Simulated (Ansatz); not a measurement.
For Pd2In3 (P-3m1), PBEsol, DFPT electron-phonon coupling, linearised Boltzmann equation run with Ansatz (an electronic-structure program) gives a transport coupling λ_tr = 0.249 and a Drude plasma energy ħω_p = 6.07 eV along y (a = (4.52, 0.00, 0.00) Å; b = (-2.26, 3.92, 0.00) Å; c = (0.00, 0.00, 5.54) Å).

Estimate the resistivity at 300 K from the high-temperature formula ρ = 2π λ_tr k_B T / (ħ ε₀ ω_p²), and say how the full Boltzmann solution compares.

The scattering rate is 1/τ = 2π λ_tr k_B T/ħ = 6.14e13 s⁻¹ and ω_p = 9.22e15 s⁻¹, so ρ ≈ 8.16 μΩ·cm. The Boltzmann solution gives 7.97 μΩ·cm, 0.98 times the estimate.

A metal at this level (no band gap). Only scattering by harmonic phonons is included (no impurities, grain boundaries, electron-electron scattering or thermal expansion). Spin-orbit coupling is left out. Halving the electron mesh (24x24x16) moves the resistivity by up to 9 % at 300 K, the coupling by up to 3 %. Smearing 0.20 eV; phonons on a 4x4x3 q mesh, which this run doesn't test.

Computed structure with no diffraction record at hand here (it may be known, metastable or hypothetical): Pd2In3 (P-3m1).
